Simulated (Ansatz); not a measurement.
WRu3 (model structure, started from the A15 type, Pm-3n, No. 223, 8 atoms in the cell) was calculated with r²SCAN (Ansatz, a first-principles code, plane waves, PAW).

Run with plane-wave cutoff 560 eV, 12×12×12 k mesh, Fermi–Dirac smearing 0.05 eV, no spin polarisation, scalar-relativistic PAW data made under PBE.

Cell (relaxed at this level):

```cif
data_Ru6W2
_chemical_formula_sum 'Ru6 W2'
_space_group_name_H-M_alt 'P 1'
_space_group_IT_number 1
_cell_length_a 4.87338
_cell_length_b 4.87338
_cell_length_c 4.87338
_cell_angle_alpha 90.000
_cell_angle_beta 90.000
_cell_angle_gamma 90.000
loop_
_space_group_symop_operation_xyz
  'x, y, z'
loop_
_atom_site_label
_atom_site_type_symbol
_atom_site_fract_x
_atom_site_fract_y
_atom_site_fract_z
_atom_site_occupancy
Ru1 Ru 0.25000 0.00000 0.50000 1
Ru2 Ru 0.75000 0.00000 0.50000 1
Ru3 Ru 0.00000 0.50000 0.25000 1
Ru4 Ru 0.00000 0.50000 0.75000 1
Ru5 Ru 0.50000 0.25000 0.00000 1
Ru6 Ru 0.50000 0.75000 0.00000 1
W1 W 0.00000 0.00000 0.00000 1
W2 W 0.50000 0.50000 0.50000 1
```

**Question.** Estimate the bulk modulus that the calculation returns.

**Answer.** 
- bulk modulus = 314 GPa

Note: the run has no spin polarisation, so it can have missed a magnetic state; the bulk modulus is −V dP/dV from two relaxed cells at ±2 % in volume; the relaxation could raise the start's symmetry but not lower it, so the cell can be a saddle point.

Spin–orbit coupling is not included.

The computed numbers hold no vibrational or temperature effects.

A model structure was made by putting elements into a prototype or built by hand; it is no filed structure, need not be a known phase, and can be a saddle point held by its symmetry.
